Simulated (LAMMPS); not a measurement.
Melts of Si (diamond structure) cooled to 300 K at several rates.

Model: classical MD, pair style sw, file Si.sw, run in LAMMPS.

```
cooling rate (K/s)  energy above the crystal  state                  density       coordination number       rough cost
------------------  ------------------------  -----  -----------------------  ------------------------  ---------------
3e+12                          0.206 eV/atom  glass  2.42 g/cm³ (one sample)  4.43 (counted to 2.90 Å)  50 core-minutes
1e+13                          0.223 eV/atom  glass  2.46 g/cm³ (one sample)  4.55 (counted to 2.90 Å)   8 core-minutes
1e+14                          0.239 eV/atom  glass  2.50 g/cm³ (one sample)  4.76 (counted to 2.94 Å)   5 core-minutes
```

Costs are rough and include melting and analysis.
